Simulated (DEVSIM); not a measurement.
Device: abrupt Ge p-n junction, at 300 K.

```
layer (left to right)  material  thickness (μm)  Nd (cm⁻³)  Na (cm⁻³)  τn (s)  τp (s)
---------------------  --------  --------------  ---------  ---------  ------  ------
1                            Ge            62.0          -     9.8e17  7.7e-6  7.7e-6
2                            Ge            54.0     9.3e17          -  7.7e-6  7.7e-6
```

Left contact: ohmic. Right contact: ohmic. Voltage is applied to the left contact. Recombination: SRH at mid-gap, radiative. Mobility is μmin + (μ − μmin)/(1 + (N/Nref)^α).

Constants are typed, rounded textbook-type inputs, not results; the design itself was drawn at random and stands for no fabricated device. Values at 300 K.

```csv
parameter,Ge
gap (eV),0.664
affinity (eV),4
permittivity,16
Nc (cm⁻³),1.04e19
Nv (cm⁻³),6e18
μn (cm²/Vs),3900
μp (cm²/Vs),1900
"μn,min",150
"μp,min",100
"Nref,n",2.6e17
"Nref,p",4e17
αn,0.56
αp,0.6
B (cm³/s),6.4e-14
```

DEVSIM, 1D drift-diffusion, Boltzmann statistics, complete ionisation; no tunnelling, impact ionisation, image-force lowering or self-heating.

The doping Nd of layer 2 was swept, all else fixed.

```tsv
doping Nd of layer 2 (cm^-3)	dark forward voltage at 100 A/cm² (V)	largest field in the device at zero bias (V/cm)	dark forward voltage at 1 A/cm² (V)	potential step across the device at zero bias (V)
2.8e16	___	___	___	0.464
9.3e16	0.445	95000	0.313	0.495
2.8e17	0.470	150000	0.342	0.524
9.3e17	0.489	230000	0.365	0.555
2.8e18	0.497	300000	0.375	0.583
```

Some entries are withheld; supply them.


- 2.8e16, dark forward voltage at 100 A/cm² (V): 0.424
- 2.8e16, largest field in the device at zero bias (V/cm): 62000
- 2.8e16, dark forward voltage at 1 A/cm² (V): 0.280
